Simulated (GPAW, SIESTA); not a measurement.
A GPAW input for a self-consistent single point of Rb (Im-3m, 1 atom in the cell) (DFT PBE, plane waves, GPAW PAW datasets PBE (gpaw-data 1.0.1)):

```python
from ase import Atoms
from ase.units import GPa
from gpaw import GPAW

atoms = Atoms(['Rb'],
              cell=[[-2.768500, 2.768500, 2.768500],
                    [2.768500, -2.768500, 2.768500],
                    [2.768500, 2.768500, -2.768500]],
              scaled_positions=[[0.000000, 0.000000, 0.000000]],
              pbc=True)

calc = GPAW(mode={'name': 'pw', 'ecut': 550},
            xc='PBE',
            kpts=(11, 11, 11),
            occupations={'name': 'fermi-dirac', 'width': 0.05},
            nbands=-9,
            symmetry={'symmorphic': False, 'tolerance': 0.0005},
            maxiter=150)

atoms.calc = calc

energy = atoms.get_potential_energy()
print('Energy (eV):', round(energy, 6))
forces = atoms.get_forces()
print('Forces (eV/Ang):')
print(forces.round(5))
stress = atoms.get_stress()
print('Stress (GPa, Voigt):', (stress / GPa).round(4))
```

Q: Give the SIESTA input for the same structure, mesh, smearing and functional.

A: This is the input that was run; spellings and numerical settings could be chosen otherwise.

```
# files in the folder: Rb.psml (PseudoDojo PBE standard)
SystemName  Rb
SystemLabel Rb

NumberOfAtoms                1
NumberOfSpecies              1
%block ChemicalSpeciesLabel
  1 37 Rb
%endblock ChemicalSpeciesLabel
LatticeConstant              1.0 Ang
%block LatticeVectors
    -2.768500000    2.768500000    2.768500000
     2.768500000   -2.768500000    2.768500000
     2.768500000    2.768500000   -2.768500000
%endblock LatticeVectors
AtomicCoordinatesFormat      ScaledCartesian
%block AtomicCoordinatesAndAtomicSpecies
     0.000000000    0.000000000    0.000000000  1
%endblock AtomicCoordinatesAndAtomicSpecies

XC.functional                GGA
XC.authors                   PBE
PAO.BasisSize                DZP
PAO.EnergyShift              0.005 Ry
MeshCutoff                   300 Ry
%block kgrid.MonkhorstPack
   11   0   0  0.0
    0  11   0  0.0
    0   0  11  0.0
%endblock kgrid.MonkhorstPack
OccupationFunction           FD
ElectronicTemperature        580.23 K

MaxSCFIterations             150
SCF.Mixer.Method             Pulay
SCF.Mixer.Weight             0.2
SCF.Mixer.History            6
SCF.DM.Tolerance             1.0E-04
Diag.ParallelOverK           true
WriteForces                  true
```

Basis settings and potentials, where a program has them, do not carry over. This input uses DFT, GGA PBE, numerical atomic orbitals DZP, PseudoDojo PBE standard norm-conserving potentials (rewritten from UPF to PSML). Both were run: pressure 0.22 GPa in GPAW and 0.50 in SIESTA.

On GPAW: the starting cell has typed, rounded lattice constants, without a prior relaxation at this level. For this run, on top of that: lattice scaled by 0.98.

On SIESTA: the starting cell has typed, rounded lattice constants, without a prior relaxation at this level. For this run, on top of that: lattice scaled by 0.98. Values carry the incompleteness of an atom-centred basis.
